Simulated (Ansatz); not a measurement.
Base system: GaSb in the zinc blende structure (space group F-43m, No. 216; a = 6.215 Å).

Levels (all Ansatz, a quantum-chemistry and plane-wave program, PAW, earlier PAW set): PBE (420 eV, no spin-orbit coupling); r2SCAN (500 eV, without spin-orbit coupling).

Levels that relaxed their own cell: PBE and r2SCAN.

```
level   lattice parameter a  electron mass at Γ
------  -------------------  ------------------
PBE                 6.215 Å                   –
r2SCAN              6.133 Å            0.023 mₑ
```

Measured: lattice parameter a 6.0959 Å (room temperature; as listed in I. Vurgaftman, J. R. Meyer, L. R. Ram-Mohan, Journal of Applied Physics (2001)); electron mass at Γ 0.039 mₑ (0 K or low temperature; as listed in I. Vurgaftman, J. R. Meyer, L. R. Ram-Mohan, Journal of Applied Physics (2001)).

Computed minus measured — lattice parameter a: PBE +1.9 %, r2SCAN +0.6 % (closest: r2SCAN); electron mass at Γ: r2SCAN -41 %. Measured values not marked as corrected hold thermal and zero-point effects that the static-lattice runs lack.

With Sb present, leaving out spin-orbit coupling can change the band edges. The levels and masses belong to the bands next to the band gap. Effective masses come from finite differences of ±0.01 Å⁻¹. Stability against distortions was not tested. The final runs are not spin-polarised.
